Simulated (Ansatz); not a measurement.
GeSb₄Te₇ (P-3m1, No. 164, 12 atoms in the cell; start mp-29641) was calculated with HSE06 in Ansatz (PAW).

From the output:

```
WARN output.stress: scf.exx.energy_threshold = 1e-6 eV is looser than the 1.2e-7 eV advised for a stress under a hybrid functional (1e-8 eV for each atom of …
Crystal: 12 atoms, lattice volume = 366.733 Å³
Basis set: ecut = 460 eV, 8271 PW (Γ), exchange–correlation on 60×60×360 points (8 copies of the dense FFT grid, shifted against one another)
Bands: 112, of which v1, the nominal top of the filled ones, is band 93 counted from 1 (92 counted from 0)
Symmetry: 12 space group operations
Space group: P-3m1 (ITA 164), of the structure as read, at distance tolerance 7.2e-5 Å
k-points: 7 of 36
SCF iter   1: F=—  HF=-79093.985719 eV  |F-HF|=—  |Δ(HF+E_count)|=         —  Δρ=1.27e-3  dr2=9.12e-2
SCF iter   2: F=—  HF=-79094.344415 eV  |F-HF|=—  |Δ(HF+E_count)|=   3.59e-1  Δρ=6.72e-3  dr2=8.35e0
  ...
Crystal: 12 atoms, lattice volume = 366.733 Å³
Initial density: handed on by an earlier stage of this run
Crystal: 12 atoms, lattice volume = 366.733 Å³
Crystal: 12 atoms, lattice volume = 366.733 Å³
SCF iter   1: F=—  HF=-79142.288616 eV  |F-HF|=—  |Δ(HF+E_count)|=         —  Δρ=1.09e-6  dr2=4.56e-9
SCF iter   2: F=-79142.288616 eV  HF=-79142.288616 eV  |F-HF|=1.16e-10  |Δ(HF+E_count)|=  7.42e-10  Δρ=2.49e-7  dr2=3.84e-10
SCF 4 converged in 2 iterations: F = -79142.288616 eV  dr2 = 3.84e-10
Free energy (F): -79142.288616 eV
Internal energy: -79142.288616 eV  (E = F + TS)
E sigma→0 (E₀):  -79142.288616 eV
Fermi energy:    9.905597 eV
--- Forces (eV/Å), atoms counted from 1 ---
  atom   1  Ge     0.00000000     0.00000000     0.00000000
  atom   2  Sb     0.00000000     0.00000000    -0.14195757
  atom   3  Sb    -0.00000000    -0.00000000     0.14195757
  atom   4  Sb     0.00000000     0.00000000    -0.15990668
  atom   5  Sb    -0.00000000    -0.00000000     0.15990668
  atom   6  Te    -0.00000000     0.00000000     0.31393550
  atom   7  Te     0.00000000    -0.00000000    -0.31393550
  atom   8  Te     0.00000000    -0.00000000    -0.33088201
  atom   9  Te    -0.00000000     0.00000000     0.33088201
  atom  10  Te     0.00000000    -0.00000000    -0.03282091
  atom  11  Te    -0.00000000     0.00000000     0.03282091
  atom  12  Te     0.00000000    -0.00000000     0.00000000
--- Stress (GPa, compression-positive) ---
        0.718510      -0.000000      -0.000000
       -0.000000       0.718510       0.000000
       -0.000000       0.000000       0.738041
  P = ⅓ Tr σ = 0.7250 GPa (7.250 kbar)
```

Problem. Write an input file that could have produced this run (the log leaves some choices open).

Solution. Several could match; the one computed here: 
Ansatz 0.2 input:
```yaml
crystal:
  lattice:
    - [4.2588462583, 0.0, 0.0]
    - [-2.1294231291, 3.6882690505, 0.0]
    - [0.0, 0.0, 23.3472267069]
  atoms:
    - { symbol: Ge, position: [0.0, 0.0, 0.5] }
    - { symbol: Sb, position: [0.6666666667, 0.3333333333, 0.9157234544] }
    - { symbol: Sb, position: [0.3333333333, 0.6666666667, 0.0842765456] }
    - { symbol: Sb, position: [0.3333333333, 0.6666666667, 0.3436535428] }
    - { symbol: Sb, position: [0.6666666667, 0.3333333333, 0.6563464572] }
    - { symbol: Te, position: [0.3333333333, 0.6666666667, 0.8419986868] }
    - { symbol: Te, position: [0.6666666667, 0.3333333333, 0.1580013132] }
    - { symbol: Te, position: [0.0, 0.0, 0.7298543831] }
    - { symbol: Te, position: [0.0, 0.0, 0.2701456169] }
    - { symbol: Te, position: [0.6666666667, 0.3333333333, 0.4288344654] }
    - { symbol: Te, position: [0.3333333333, 0.6666666667, 0.5711655346] }
    - { symbol: Te, position: [0.0, 0.0, 0.0] }
basis:
  ecutwfc: 460
  ecutrho_ratio: 4
  xc_grid: 2
kpoints:
  mp_grid: { grid: [6, 6, 1] }
  band_path: { path: [[0, 0, 0], [0, 0, 0.5], [0, 0, 0.5]], npoints: 1 }
hamiltonian:
  xc: hse06
  dispersion: none
  pseudopotentials: { kind: paw }
scf:
  occupations: { method: fermi_dirac, width: 0.01 }
  convergence: { dr2_threshold: 0.0000000012 }
output:
  forces: true
  stress: true
  eigenvalues: true
  write_bands: true
```

The PAW data were made under PBE.

Note: cell and atoms aren't relaxed at this level (largest force component 0.33 eV/Å, pressure 0.7 GPa).

A start named mp-… is a Materials Project structure, which need not be a measured phase.

Ansatz is a quantum-chemistry and plane-wave program.
